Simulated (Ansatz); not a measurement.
The reference is Be in the hcp (Mg type) structure (space group P6_3/mmc, No. 194; a = 2.263 Å, c = 3.566 Å; relaxed with 0.1 eV smearing). Axes: x lies along a and z along c of the hexagonal cell.

Computed with PBE/PAW in Ansatz (a quantum-chemistry and plane-wave program), without spin-orbit coupling.

Strains are applied to the cell and any free atomic positions relax.

One change was made to it. Results:

The energy rises by 3.6 meV/atom; the pressure (mean of the normal stresses, compression positive) goes from zero to -2.5 GPa; the shortest interatomic distance increases by 0.0289 Å (2.211 Å → 2.239 Å).

Problem. What was done to the base?
(A) uniaxial strain ε_zz = +0.50 %
(B) uniaxial strain ε_zz = +2.00 %
(C) uniaxial strain ε_zz = −1.50 %

Solution. B, uniaxial strain ε_zz = +2.00 %. For comparison, the energy relative to the base in the other runs: uniaxial strain ε_zz = +0.50 % gives +0.2 meV/atom; uniaxial strain ε_zz = −1.50 % gives +2.2 meV/atom.

Whether these cells are dynamically stable was not tested.
